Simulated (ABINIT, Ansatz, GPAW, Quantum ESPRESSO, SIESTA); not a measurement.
## Code comparison for Mo₃Si (Pm-3n, 8 atoms in the cell)

Self-consistent single point.

```
Mo3Si
1.0
    4.93890     0.00000     0.00000
    0.00000     4.93890     0.00000
    0.00000     0.00000     4.93890
Si Mo
2 6
Cartesian
  2.46945   2.46945   2.46945
  0.00000   0.00000   0.00000
  1.23473   0.00000   2.46945
  2.46945   1.23473   0.00000
  2.46945   3.70418   0.00000
  3.70418   0.00000   2.46945
  0.00000   2.46945   3.70418
  0.00000   2.46945   1.23473
```

Shared settings, as Ansatz (a first-principles code) writes them: kpoints.mp_grid.grid = 3 3 3; scf.occupations.method = gaussian; scf.occupations.width = 0.0147 Ry. Potentials and cutoffs stand in the table.

```tsv
code	model	pressure (GPa)	cutoff
ABINIT	PBE, norm-conserving pseudopotentials (PseudoDojo nc-sr-05 PBE standard)	-5.29	1088 eV
Ansatz	PBE, PAW files	-5.51	30.9 Ry
SIESTA	GGA PBE, numerical atomic orbitals TZP, PseudoDojo PBE standard norm-conserving potentials (rewritten from UPF to PSML)	-4.53	grid 300 Ry
Quantum ESPRESSO	PBE, GBRV 1.5 ultrasoft (PBE) pseudopotentials	-5.93	40 Ry
GPAW	PBE, GPAW PAW datasets PBE (gpaw-data 1.0.1)	-5.52	600 eV
```

On Ansatz's run: spin polarisation is off.

The spread over the programs that give each value: pressure within 1.40 GPa.

SIESTA uses small atom-centred bases, whose incompleteness enters pressures, forces and empty levels differently from a plane-wave cutoff. Ansatz's pressure is given at a fixed set of plane waves, as the other plane-wave codes print theirs; with its correction for the finite basis it is -5.48 GPa.

On the base mesh (5 5 5) the same programs gave: Ansatz pressure -5.22 GPa; Quantum ESPRESSO pressure -5.64 GPa; ABINIT pressure -5.00 GPa; GPAW pressure -5.24 GPa; SIESTA pressure -4.27 GPa.

The starting cell has typed, rounded lattice constants, without a prior relaxation at this level. Its lattice was rescaled by a random factor within 2.5 % of one.

Left out of this page: Elk (not drawn, or without a comparable value).

Keys are those of Ansatz 0.2.
